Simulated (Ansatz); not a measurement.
**A computed series for Zr: response to strain**

Take Zr in the hcp (Mg type) structure (space group P6_3/mmc, No. 194; a = 3.182 Å, c = 5.124 Å; relaxed with 0.1 eV smearing) as the base. Axes: x lies along a and z along c of the hexagonal cell.

Strains are applied to the cell and any free atomic positions relax.

Level of theory: Ansatz (an electronic-structure program) PBEsol, scalar-relativistic without spin-orbit coupling.

Notes on the quantities. energy relative to the base: free energy F; pressure: mean of the normal stresses, compression positive.

```json
[
 {"variant": "base", "energy relative to the base": "0 meV/atom", "pressure": "0.0 GPa", "shortest interatomic distance": "3.153 Å"},
 {"variant": "uniaxial strain ε_zz = −3.00 %", "energy relative to the base": "+11 meV/atom", "pressure": "3.4 GPa", "shortest interatomic distance": "3.090 Å"},
 {"variant": "uniaxial strain ε_zz = −2.50 %", "energy relative to the base": "(withheld)", "pressure": "2.8 GPa", "shortest interatomic distance": "3.101 Å"},
 {"variant": "uniaxial strain ε_zz = −2.00 %", "energy relative to the base": "+5.0 meV/atom", "pressure": "2.2 GPa", "shortest interatomic distance": "(withheld)"},
 {"variant": "uniaxial strain ε_zz = −1.50 %", "energy relative to the base": "+2.8 meV/atom", "pressure": "1.6 GPa", "shortest interatomic distance": "3.121 Å"},
 {"variant": "uniaxial strain ε_zz = −1.00 %", "energy relative to the base": "+1.2 meV/atom", "pressure": "1.1 GPa", "shortest interatomic distance": "3.132 Å"},
 {"variant": "uniaxial strain ε_zz = +1.00 %", "energy relative to the base": "+1.2 meV/atom", "pressure": "-1.0 GPa", "shortest interatomic distance": "3.173 Å"},
 {"variant": "uniaxial strain ε_zz = +1.50 %", "energy relative to the base": "+2.6 meV/atom", "pressure": "-1.5 GPa", "shortest interatomic distance": "3.182 Å"},
 {"variant": "uniaxial strain ε_zz = +2.00 %", "energy relative to the base": "+4.6 meV/atom", "pressure": "-2.0 GPa", "shortest interatomic distance": "3.182 Å"},
 {"variant": "uniaxial strain ε_zz = +3.00 %", "energy relative to the base": "+10 meV/atom", "pressure": "-2.9 GPa", "shortest interatomic distance": "3.182 Å"}
]
```

Complete the table.


- uniaxial strain ε_zz = −2.50 %, energy relative to the base: +7.9 meV/atom
- uniaxial strain ε_zz = −2.00 %, shortest interatomic distance: 3.111 Å

Whether these cells are dynamically stable was not tested. The final runs are not spin-polarised.
